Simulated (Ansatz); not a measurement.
## Pressure series in hypothetical rutile HfS2

Consider HfS2 in the rutile structure (space group P4_2/mnm, No. 136; a = 6.0239 Å, c = 3.6521 Å; a hypothetical phase, not in the database extracts checked).

Cell and atoms are relaxed at each pressure.

The values are results of PBEsol, PAW, 420 eV (Ansatz, a program for electronic structure; no spin-orbit coupling), earlier PAW set, not measurements.

### Question
Only one of these keeps a band gap. Which?
A. pressure 1.8 GPa
B. pressure 18 GPa
C. pressure 60 GPa

### Answer
A, pressure 1.8 GPa. Computed: pressure 60 GPa: zero; pressure 18 GPa: zero; pressure 1.8 GPa: 0.21 eV

The mesh was chosen for an insulator and is coarse for the gapless case. With Hf present, leaving out spin-orbit coupling can change the band edges. Load acts through the strain it causes; cell and atoms are relaxed under it. No phonon test of stability was made. No other phases were tried under pressure. The final runs are not spin-polarised. A zero or small gap of HfS2 can be the functional's error rather than a property of the material.
